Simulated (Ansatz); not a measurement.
Base system: MoS2 in the 3R-MoS2 type structure (space group R3m, No. 160; layered, stacked along the Cartesian z axis).

```yaml
crystal:
  lattice:
    - [1.57661, 0.91026, 5.99789]
    - [-1.57661, 0.91026, 5.99789]
    - [0.00000, -1.82051, 5.99789]
  atoms:
    - { symbol: Mo, position: [0.00002, 0.00002, 0.00002] }
    - { symbol: S, position: [0.75353, 0.75353, 0.75353] }
    - { symbol: S, position: [0.57975, 0.57975, 0.57975] }
```

Cartesian axes are those of the cell as printed.

Level of theory: PBE-D3(BJ) (Ansatz, a quantum-chemistry and plane-wave program, PAW, spin-orbit coupling left out), earlier PAW set.

For the base:

- Band gap: 0.77 eV
- Hole mass: 1.0 mₑ along k, 0.59 mₑ across (at T)

Perturbation: compressive biaxial strain of 2.91 % in the plane normal to [001], as in epitaxy on a mismatched substrate; the out-of-plane cell vector and the atoms relax.

Task: What happens to the band gap?

Result: The band gap increases by 0.11 eV to 0.88 eV.

Task: How does this affect the out-of-plane strain?

Result: The out-of-plane strain amounts to +1.61 %.

Task: Predict the new hole mass.

Result: The hole mass changes from 1.0 mₑ along k, 0.59 mₑ across (at T) to 0.79 mₑ along k, 0.90 mₑ across (at T).

Effective masses come from finite differences of ±0.01 Å⁻¹. Along k means along the line from Γ to the band edge. Stability against distortions was not tested.
